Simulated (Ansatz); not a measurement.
A zone-centre phonon calculation of ScB2 (P6/mmm, 3 atoms in the cell) with Ansatz (a quantum-chemistry and plane-wave program).

Method: LDA (PW92), default PAW files made with PBE (plane waves; Ansatz).

```
CELL_PARAMETERS angstrom
      3.12968     0.00000     0.00000
     -1.56484     2.71039     0.00000
      0.00000     0.00000     3.51772
ATOMIC_POSITIONS crystal
  Sc 0.00000 0.00000 0.00000
  B  0.66667 0.33333 0.50000
  B  0.33333 0.66667 0.50000
```

Reference input (self-consistent single point, DFT, LDA (PW92), plane waves, default PAW files made with PBE): basis.ecutwfc = 420 eV; kpoints.mp_grid.grid = 12 12 9; hamiltonian.xc = lda; hamiltonian.pseudopotentials = {kind: paw} (the program's default PAW files); scf.occupations.method = gaussian; scf.occupations.width = 0.1 eV. This run's input differs from it in these lines:

Ansatz 0.2 input:
```diff
@@ -12,3 +12,3 @@
 kpoints:
-  mp_grid: { grid: [12, 12, 9] }
+  mp_grid: { grid: [14, 14, 11] }
 hamiltonian:
@@ -18,6 +18,4 @@
   occupations: { method: gaussian, width: 0.1 }
-output:
-  forces: true
-  eigenvalues: true
-  stress: true
+phonons:
+  method: dfpt
```

Output (repeated stretches shortened):

```
SCF iter   1: F=—  HF=-2391.295711 eV  |F-HF|=—  |Δ(HF+E_count)|=         —  Δρ=4.53e-3  dr2=2.54e-3  ethr=1.77e-3  ⟨swp⟩=4.3  Hψ=21536  notcnv=0
all-band conjugate gradients solve this SCF's bands
preconditioner: auto → none
SCF iter   2: F=—  HF=-2391.294989 eV  |F-HF|=—  |Δ(HF+E_count)|=   7.22e-4  Δρ=2.53e-3  dr2=8.43e-4  ethr=1.49e-5  ⟨swp⟩=1.4  Hψ=7975  notcnv=0
SCF iter   3: F=—  HF=-2391.294877 eV  |F-HF|=—  |Δ(HF+E_count)|=   1.12e-4  Δρ=2.84e-4  dr2=1.41e-5  ethr=4.96e-6  ⟨swp⟩=1.0  Hψ=4349  notcnv=0
SCF iter   4: F=—  HF=-2391.294875 eV  |F-HF|=—  |Δ(HF+E_count)|=   2.48e-6  Δρ=4.15e-5  dr2=6.37e-7  ethr=8.32e-8  ⟨swp⟩=2.6  Hψ=7327  notcnv=0
SCF iter   5: F=—  HF=-2391.294874 eV  |F-HF|=—  |Δ(HF+E_count)|=   5.12e-7  Δρ=7.80e-6  dr2=9.59e-9  ethr=3.74e-9  ⟨swp⟩=2.0  Hψ=6840  notcnv=0
SCF iter   6: F=—  HF=-2391.294874 eV  |F-HF|=—  |Δ(HF+E_count)|=   2.61e-9  Δρ=7.03e-7  dr2=9.09e-11  ethr=5.64e-11  ⟨swp⟩=2.5  Hψ=6530  notcnv=0
SCF iter   7: F=-2391.294874 eV  HF=-2391.294874 eV  |F-HF|=2.27e-12  |Δ(HF+E_count)|=  1.36e-11  Δρ=1.02e-7  dr2=1.84e-12  ethr=1.00e-12  ⟨swp⟩=5.7  Hψ=17514  notcnv=0
SCF 1 converged in 7 iterations: F = -2391.294874 eV  dr2 = 1.84e-12
DFPT response loops at Γ: preconditioner auto → Kerker (q_TF=auto, 2.484 Å⁻¹) (partly filled bands, converged f_vac=0.000) …
Free energy (F): -2391.294874 eV
Internal energy: -2391.289810 eV  (E = F + TS)
E sigma→0 (E₀):  -2391.292342 eV
Entropy (-TS):   -0.005064 eV (-1.688 meV/atom)
Fermi energy:    11.947805 eV
--- Phonons (Γ-DFPT): 4 representative perturbations + reference, on 342 of 2156 k-points (Σ response iterations 12) ---
  k mesh reduced under 4 symmetry operations, with k and −k counted as one. Each operation leaves every solved displacement unchanged or reverses it
  ASR residual: 1.148e-4 → 0.000e0 eV/Å²; symmetrization residual: 6.642e-6 eV/Å²
  ASR residual per site (eV/Å²): 1.15e-4 5.23e-6 5.23e-6
  Γ frequencies (cm⁻¹): 0.00 0.00 0.00 405.54 408.45 408.45 612.39 759.23 759.23
  non-analytic LO–TO correction: not included (Born effective charges unavailable; polar crystals: no LO–TO splitting at Γ)
```

The run converged in 7 iterations. 

Summary of the result:
```
Quantity                                                                                  Value
--------------------------------------------------------  -------------------------------------
Free energy E − TS (on the zero of these files)                                   -2391.2949 eV
Fermi level (on the code's own zero)                                                   11.95 eV
Zone-centre frequencies (cm⁻¹; negative means imaginary)  0, 0, 0, 406, 408, 408, 612, 759, 759
```

The starting cell comes from a database of computed structures (which also holds hypothetical and non-ambient phases and stackings), without a prior relaxation at this level. Its lattice was rescaled by up to half a per cent.

Cost on one core of a shared machine: roughly 40 s.
